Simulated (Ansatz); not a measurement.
Candidates (primitive cells; geometry: relaxed with this functional, without spin-orbit coupling):
A. LaAs (Fm-3m), a = b = c = 4.321 Å, α = β = γ = 60.00°
B. LaSb (Fm-3m), a = b = c = 4.5630 Å, α = β = γ = 60.00°
C. LaS (Fm-3m), a = b = c = 4.1051 Å, α = β = γ = 60.00°
D. LaTl3 (Pm-3m), a = 4.7930 Å, b = 4.7930 Å, c = 4.7930 Å, α = 90.00°, β = 90.00°, γ = 90.00°

### Question
Order them by resistivity at 300 K (lowest first) at the level PBEsol, DFPT electron-phonon coupling, linearised Boltzmann equation in Ansatz (a quantum-chemistry and plane-wave program).

### Answer
C (13.9 μΩ·cm), D (20 μΩ·cm), B (41 μΩ·cm), A (68 μΩ·cm)

Metals; harmonic phonons alone scatter; means over directions. Halving the electron mesh moves these values by up to 11 %; q meshes are mostly untested. Some of the runs warned that the eigensolver left states short of its tolerance. Spin-orbit coupling is left out.

Formula and space group known from diffraction (Crystallography Open Database), not checked to be the room-temperature form: LaAs (Fm-3m), LaS (Fm-3m), LaSb (Fm-3m), LaTl3 (Pm-3m). The missing spin-orbit coupling matters most for LaTl3 (Pm-3m).
